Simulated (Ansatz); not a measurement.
A computed series for ZrS2: response to strain

The parent structure is ZrS₂ in the CdI2 type structure (space group P-3m1, No. 164; a = 3.5781 Å, c = 5.5401 Å; layered, stacked along the Cartesian z axis). Axes: x lies along a and z along c of the hexagonal cell.

Strains are applied to the cell and any free atomic positions relax; under biaxial strain the out-of-plane vector relaxes too.

Method: PBEsol-D3(BJ) (Ansatz, a quantum-chemistry and plane-wave program), spin-orbit coupling left out.

Candidates:
(a) biaxial strain +1.50 %, plane normal [001], relaxed out of plane
(b) biaxial strain +3.00 %, plane normal [001], relaxed out of plane
(c) biaxial strain +0.50 %, plane normal [001], relaxed out of plane

Order them by out-of-plane strain, lowest first.

(b) biaxial strain +3.00 %, plane normal [001], relaxed out of plane (-1.20 %), (a) biaxial strain +1.50 %, plane normal [001], relaxed out of plane (-0.56 %), (c) biaxial strain +0.50 %, plane normal [001], relaxed out of plane (-0.17 %)

No phonon test of stability was made.
